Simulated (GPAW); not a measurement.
Band structure of Li₂S (Fm-3m, 3 atoms in the cell).

```yaml
crystal:
  lattice:
    - [0.00000, 2.83517, 2.83517]
    - [2.83517, 0.00000, 2.83517]
    - [2.83517, 2.83517, 0.00000]
  atoms:
    - { symbol: Li, position: [0.75000, 0.75000, 0.75000] }
    - { symbol: Li, position: [0.25000, 0.25000, 0.25000] }
    - { symbol: S, position: [0.00000, 0.00000, 0.00000] }
```

Level of theory: PBE, GPAW PAW datasets PBE (gpaw-data 1.0.1) (plane waves; GPAW).

Settings: mode = pw; ecut = 550 eV; xc = PBE; kpts = 7 7 7; mesh shift (steps) = 0 0 0; occupations.name = fermi-dirac; occupations.width = 0.02 eV; nbands = -6; convergence.density = 1e-05 e/electron; convergence.energy = 1e-05 eV/electron; convergence.bands = -4; symmetry.symmorphic = false; symmetry.tolerance = 0.0005; maxiter = 120.

The starting cell comes from a database of computed structures (which also holds hypothetical and non-ambient phases and stackings), without a prior relaxation at this level.

**Question.** Predict the gap along the standard path and the places of the band edges.

**Answer.** The gap along the path is 3.37 eV, from Γ to X; the smallest direct gap on it is 4.33 eV.

Levels in eV from the top of the valence band on the SCF mesh, bands 1 to 8:
```
point       1      2      3      4     5     6      7      8
-----  ------  -----  -----  -----  ----  ----  -----  -----
Γ      -11.08   0.00   0.00   0.00  4.33  6.23   6.23   6.23
X      -10.50  -2.20  -1.45  -1.45  3.37  7.12  11.21  11.21
W      -10.49  -1.86  -1.86  -1.80  5.49  7.33   8.93   8.93
K      -10.50  -2.11  -2.00  -1.18  4.59  8.09   9.56   9.62
L      -10.63  -2.93  -0.52  -0.52  6.16  6.58   6.58   8.48
U      -10.50  -2.11  -2.00  -1.18  4.59  8.09   9.56   9.62
```
